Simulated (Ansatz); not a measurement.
Functionals compared on O on the 1x1 (111) surface of fcc Al, one in a 2x2 cell, started at the site 'hollow Al-Al-Al over Al at depth 4.6 Å', in Ansatz (plane waves, PAW). The structure was relaxed with PBE; the other rows are single points on it, each with its references at the same level. Cutoff 420 eV (500 eV for r2SCAN).

Slab: 17 atoms, 7.0 Å thick at the start under the adsorbate (thin: gaps and levels are the slab's own); k 6x6x1, smearing 0.1 eV, dipole-corrected; 8 atoms held, the rest relaxed; symmetry of the start imposed; spin-polarised, no spin-orbit, no U, no dispersion correction. The starting moment vanished. At the end it is bonded to 3 Al. In PBE it is, or lies within 0.03 eV of, the lowest of the starts that converged. These notes are the PBE run's. r2SCAN: The program's check for a lower electronic state was not made. Adsorption energies are against ½ O2(g). A negative adsorption energy means that the adsorbate is more stable on the surface than in its reference.

| functional | adsorption energy (eV) | work function of the top face (eV) | change of the work function (eV) | magnetic moment of the cell (μB) | rough cost of the single point |
|---|---|---|---|---|---|
| PBE | -4.27 | 3.96 | -0.08 | 0.00 | – |
| RPBE | ___ | ___ | ___ | 0.00 | about 40 core-seconds (a rough figure) |
| r2SCAN | -4.62 | 3.97 | -0.11 | 0.00 | roughly 110 core-seconds |

Question: Complete the blanks.

Answer: 
- RPBE, adsorption energy (eV): -4.00
- RPBE, work function of the top face (eV): 3.86
- RPBE, change of the work function (eV): -0.10

Ansatz is a first-principles code.
